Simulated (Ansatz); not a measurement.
Seebeck coefficient (μV/K, mean over directions) of n-type AlN (P6_3mc) against carrier density, Ansatz (a program for electronic structure) with PBEsol with spin-orbit coupling, rigid bands. Computed gap 4.10 eV; densities at which minority carriers matter at this gap, or further valleys turn the trend, are left out. Conductivity mass 0.31 mₑ (harmonic mean over directions), N_c = 4.2e18 cm⁻³ at 300 K.

```tsv
electron density	300 K	500 K
1e16 cm⁻³	-734	…
1e17 cm⁻³	-536	-603
1e18 cm⁻³	-339	-405
3e18 cm⁻³	-248	-312
1e19 cm⁻³	…	…
3e19 cm⁻³	-89	-135
1e20 cm⁻³	-43	-71
3e20 cm⁻³	-22	-37
```

Question: Fill in the missing entries.

Answer: 
- 1e16 cm⁻³, 500 K: -801
- 1e19 cm⁻³, 300 K: -156
- 1e19 cm⁻³, 500 K: -214

Rigid bands with a gap fixed in temperature, one relaxation time for all states, no polarons or phonon drag, and whether or not such doping can be reached.
